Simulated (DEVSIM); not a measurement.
Structure: Mo/HfO2/SiO2/p-Si capacitor, at 300 K.

```csv
layer (left to right),material,thickness (nm),Na (cm⁻³)
1,HfO2,8.20,-
2,SiO2,1.20,-
3,Si,3800,2.3e16
```

Metal gate on the left, work function 4.6 eV. Fixed charge at the semiconductor interface 0 cm⁻² (in units of +e); no interface traps.

Constants are typed, rounded textbook-type inputs, not results; the design itself was drawn at random and stands for no fabricated device. Values at 300 K.

```tsv
parameter	HfO2	SiO2	Si
gap (eV)	5.7	9	1.124
affinity (eV)	2.5	0.9	4.05
permittivity	22	3.9	11.7
Nc (cm⁻³)	-	-	2.86e19
Nv (cm⁻³)	-	-	3.1e19
```

Model (solved in DEVSIM): 1D Poisson equation in equilibrium, Boltzmann statistics, complete ionisation; no quantum confinement or tunnelling. Metal contacts follow the ideal Schottky-Mott rule: no Fermi-level pinning, no interface dipoles.

The interface trap density was swept, all else fixed.

```json
[
 {"interface trap density (cm^-2 eV^-1)": "0", "minimum of the low-frequency capacitance (μF/cm²)": "0.0542", "threshold voltage (band bending 2φF) (V)": "0.42", "flat-band voltage (V)": "-0.39"},
 {"interface trap density (cm^-2 eV^-1)": "1e10", "minimum of the low-frequency capacitance (μF/cm²)": "0.0556", "threshold voltage (band bending 2φF) (V)": "0.42", "flat-band voltage (V)": "-0.39"},
 {"interface trap density (cm^-2 eV^-1)": "1e11", "minimum of the low-frequency capacitance (μF/cm²)": "0.0688", "threshold voltage (band bending 2φF) (V)": "0.43", "flat-band voltage (V)": "-0.39"},
 {"interface trap density (cm^-2 eV^-1)": "3e11", "minimum of the low-frequency capacitance (μF/cm²)": "0.0970", "threshold voltage (band bending 2φF) (V)": "0.44", "flat-band voltage (V)": "-0.40"},
 {"interface trap density (cm^-2 eV^-1)": "1e12", "minimum of the low-frequency capacitance (μF/cm²)": "0.186", "threshold voltage (band bending 2φF) (V)": "0.47", "flat-band voltage (V)": "-0.43"},
 {"interface trap density (cm^-2 eV^-1)": "2e12", "minimum of the low-frequency capacitance (μF/cm²)": "0.292", "threshold voltage (band bending 2φF) (V)": "0.52", "flat-band voltage (V)": "-0.48"}
]
```

From the first row to the last the minimum of the low-frequency capacitance goes from 0.0542 to 0.292. From the first row to the last the threshold voltage (band bending 2φF) goes from 0.42 to 0.52.
